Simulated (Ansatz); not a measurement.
## A computed series for hypothetical Amm2 Al2O3: pressure series

Start from Al$_{2}$O$_{3}$ (space group Amm2, No. 38; a = 2.823 Å, b = 5.326 Å, c = 8.305 Å; a hypothetical phase, not in the database extracts checked).

Cell and atoms are relaxed at each pressure.

Calculations: Ansatz (an electronic-structure program), PBEsol, PAW, cutoff 420 eV, without spin-orbit coupling.

Candidates:
(a) pressure 1.5 GPa
(b) pressure 3 GPa
(c) pressure −2 GPa
(d) pressure 0.7 GPa

Before the change:

The band gap is 4.01 eV.

Problem. Order them by band gap, lowest first.

Solution. (c) pressure −2 GPa (3.95 eV), (d) pressure 0.7 GPa (4.03 eV), (a) pressure 1.5 GPa (4.06 eV), (b) pressure 3 GPa (4.10 eV)

Load acts through the strain it causes; cell and atoms are relaxed under it. Whether these cells are dynamically stable was not tested. The base started in Cc and relaxed to Amm2 at this level.
